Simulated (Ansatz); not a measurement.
Take La2O3 (space group P-3m1, No. 164; a = 3.906 Å, c = 6.040 Å) as the base.

Structures relaxed with PBEsol (Ansatz, a program for electronic structure; PAW; 420 eV plane waves; spin-orbit coupling left out).

Base:

Simulated powder pattern, Cu Kα1, λ = 1.54056 Å (kinematic, ideal powder, no thermal factors, no anomalous dispersion; the 8 strongest lines at most, above 2 %, up to 2θ = 90°):

| 2θ (°) | I/Imax (%) | hkl |
|---|---|---|
| 26.32 | 29 | (100) |
| 29.55 | 27 | (002) |
| 30.26 | 100 | (011) |
| 39.99 | 27 | (012) |
| 46.46 | 34 | (110) |
| 52.88 | 27 | (103) |
| 56.03 | 27 | (112) |
| 56.45 | 18 | (201) |

After one change:

Simulated powder pattern, Cu Kα1, λ = 1.54056 Å (kinematic, ideal powder, no thermal factors, no anomalous dispersion; the 8 strongest lines at most, above 2 %, up to 2θ = 90°):

```tsv
2θ (°)	I/Imax (%)
24.17	70
24.33	73
26.06	69
27.98	100
35.08	50
36.58	31
39.61	39
43.91	34
```

Which change produced these results?
A) x(S) = 0.667, 10 atoms, P2_1/m
B) x(S) = 0.667, 10 atoms, P3m1
C) x(S) = 0.667, 5 atoms, P-3m1
D) x(S) = 0.5, 10 atoms, P-3m1

A, x(S) = 0.667, 10 atoms, P2_1/m. Its volume per atom is 23.11 Å³ against 15.96 Å³, and its space group is P2_1/m (No. 11).

These are small ordered cells, not random alloys; other orderings at the same x differ. Whether these cells are dynamically stable was not tested. Under x(S) = 0.5, 10 atoms, P-3m1 the cell changed shape so far that it is another structure.
